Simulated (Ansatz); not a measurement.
Tunnelling through a barrier is set by its complex band structure: the current falls as exp(−2κd) with the smallest κ.

Input:

```yaml
crystal:
  lattice:
    - [4.16884, 0.00000, 0.00000]
    - [0.00000, 6.77962, 0.00000]
    - [2.08442, 0.00000, 3.61032]
  atoms:
    - { symbol: Cd, position: [0.66667, 0.49978, 0.66667] }
    - { symbol: Cd, position: [0.33333, 0.99978, 0.33333] }
    - { symbol: S, position: [0.66667, 0.12322, 0.66667] }
    - { symbol: S, position: [0.33333, 0.62322, 0.33333] }
```

Space group of this cell: P6_3mc, wurtzite. The cell is taken as given.

Transport runs along the normal of the first two printed cell vectors, the (100) plane of the conventional cell.

The gap is the functional's own, uncorrected, and κ follows it; spin-orbit coupling is left out. Mid-gap values are interpolated between the computed energies.

Problem. Compute, with r2SCAN (Ansatz, a program for electronic structure), the band gap and the smallest decay constant κ at mid-gap.

Solution. Gap 1.62 eV on a 8×6×8 mesh; κ = 0.128 1/Å, at the zone centre.
